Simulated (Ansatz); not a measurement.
An Ansatz (an electronic-structure program) input (Ansatz r2SCAN, spin-orbit coupling left out):

Ansatz 0.2 input:
```yaml
crystal:
  lattice:
    - [5.4597433158, 0, 0]
    - [-2.7298716579, 4.7282764096, 0]
    - [0, 0, 6.9493361328]
  atoms:
    - { symbol: P, position: [0.3333333333, 0.6666666667, 0.2168258979] }
    - { symbol: P, position: [0.6666666667, 0.3333333333, 0.7831741021] }
    - { symbol: Ba, position: [0, 0, 0] }
    - { symbol: Ba, position: [0.3333333333, 0.6666666667, 0.6955783623] }
    - { symbol: Ba, position: [0.6666666667, 0.3333333333, 0.3044216377] }
basis: { ecutwfc: 500, ecutrho_ratio: 4, xc_grid: 4, fft_grid_basis: typed }
kpoints: { mp_grid: { grid: [7, 7, 5] } }
hamiltonian:
  xc: r2scan
  dispersion: none
  pseudopotentials: { kind: paw }
scf: { occupations: { method: fermi_dirac, width: 0.05 } }
relax: { f_tol: 0.01, max_steps: 60, cell: { stress_tol: 0.02, p_target: 0.9 } }
output: { forces: true, stress: true }
checkpoint: { write: state.ck, write_every: 1000 }
```

Task: Which symmetry and how many k-points will the program report, and about how many plane waves at Γ?

Result: Space group P-3m1 (ITA 164) with 12 operations, k-points 32 of 245, and 4513 plane waves at Γ.

Task: And the final pressure?

Result: 0.90 GPa (compression positive).

Load acts through the strain it causes; cell and atoms are relaxed under it. Whether these cells are dynamically stable was not tested. The cell was made from Ba₃P₂ (space group P-3m1, No. 164; a hypothetical phase, not in the database extracts checked) by this change: pressure 0.9 GPa.
